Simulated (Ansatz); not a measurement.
How far PBE and PBEsol part for Ge, pressure 18 GPa

Base system: Ge in the diamond structure (space group Fd-3m, No. 227; a = 5.762 Å).

(Cell as relaxed with PBE.)

Levels (all Ansatz, a first-principles code, PAW, earlier PAW set): PBE (420 eV, no SOC); PBEsol (420 eV, no spin-orbit coupling).

Each level relaxes its own structure.

```csv
base,PBE,PBEsol
volume per atom,23.92 Å³,22.86 Å³
lattice parameter a,5.762 Å,5.676 Å
band gap,zero,zero
```

One thing is altered: a hydrostatic pressure of 18 GPa.

```json
[
 {"quantity": "valley order (the lowest conduction-band minima on the path, energy above the VBM, named in the base's zone)", "PBE": "a point along ⟨100⟩, about 0.9 Å⁻¹ from Γ 0.34 eV; L along ⟨111⟩ 0.63 eV; Γ 1.35 eV", "PBEsol": "___"},
 {"quantity": "volume per atom", "PBE": "19.72 Å³", "PBEsol": "___"}
]
```

What does PBEsol give?


- valley order (the lowest conduction-band minima on the path, energy above the VBM, named in the base's zone), PBEsol: a point along ⟨100⟩, about 0.9 Å⁻¹ from Γ 0.21 eV; L along ⟨111⟩ 0.67 eV; Γ 1.58 eV
- volume per atom, PBEsol: 19.17 Å³

Both order the valleys alike; PBE's volume per atom lies 0.556 Å³ above PBEsol's (2.9 %). Neither level is exact; PBEsol is the comparison here, not a measurement.

Load acts through the strain it causes; cell and atoms are relaxed under it. Stability against distortions was not tested. Measured, Ge leaves this structure (for the β-tin structure) near 10.6 GPa (room temperature; as listed in arXiv:1906.07825). A zero or small gap of Ge can be the functional's error rather than a property of the material.
